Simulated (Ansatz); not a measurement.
# Sr vacancy + F on the O site + F on the O site (V_Sr+F_O+F_O) in rock-salt SrO

Level of theory: PBE, PAW (plane waves to 420 eV; Ansatz, an electronic-structure program). The supercell holds 64 host sites (2×2×2 repeats of a cell of 8 atoms), with a 2×2×2 shifted k-point sampling for the final energies. Sites at the start: the Sr site; O 2.60 Å away; O 2.60 Å away. A cell of this size leaves errors of a few tenths of an eV. Levels are measured in PBE's own, too narrow, gap. Spin–orbit coupling is left out. Each state is the lowest found from its start.

The name describes the start; the neighbours show where the atoms ended.

```json
[
 {"charge": "0", "moment (μB)": "0.0", "point group": "C2v", "largest move off a lattice site (Å)": "0.21", "neighbours of the last F atom of the defect at the end (Å)": "Sr 2.52, Sr 2.65, Sr 2.66, Sr 2.66, Sr 2.68", "above the lowest spin state (eV)": "0.00"},
 {"charge": "0", "moment (μB)": "not spin-polarised", "point group": "C2v", "largest move off a lattice site (Å)": "0.21", "neighbours of the last F atom of the defect at the end (Å)": "Sr 2.52, Sr 2.65, Sr 2.66, Sr 2.66, Sr 2.68", "above the lowest spin state (eV)": "0.00"}
]
```

Point groups are those of the whole cell at tolerances of 0.03 and 0.1 Å ("near" where only the looser one holds); none is given for unsettled states.

Starting moments that weren't kept: charge 0 began with 2 μB and ended with 0.0.

All states together cost roughly 40 core-minutes.
